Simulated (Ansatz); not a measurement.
For MgS (model structure, started from the BeO type, P4₂/mnm, No. 136, 8 atoms in the cell), PBE-D3(BJ) (plane waves, PAW; Ansatz, a first-principles code) gives:

| Quantity | Result |
|---|---|
| lattice parameter a | 6.748 Å |
| c axis length | 4.073 Å |
| cohesive energy | 3.95 eV/atom |

What does r²SCAN in Ansatz (PAW) give for the same quantities?


- lattice constant a: 6.824 Å (goes up by 1.1 %)
- lattice parameter c: 4.063 Å (shrinks by 0.2 %)
- cohesive energy: 3.96 eV/atom (hardly moves)

Changes are worked out from the printed values.

Unless a cell is named, each level is at its own relaxed cell (PBE-D3(BJ) 23.18, r²SCAN 23.65 Å³/atom).

Ansatz's density-functional and Hartree–Fock values are scalar-relativistic unless marked +SOC, with PAW data made under PBE.

A model structure was made by putting elements into a prototype or built by hand; it is no filed structure, need not be a known phase, and can be a saddle point held by its symmetry.
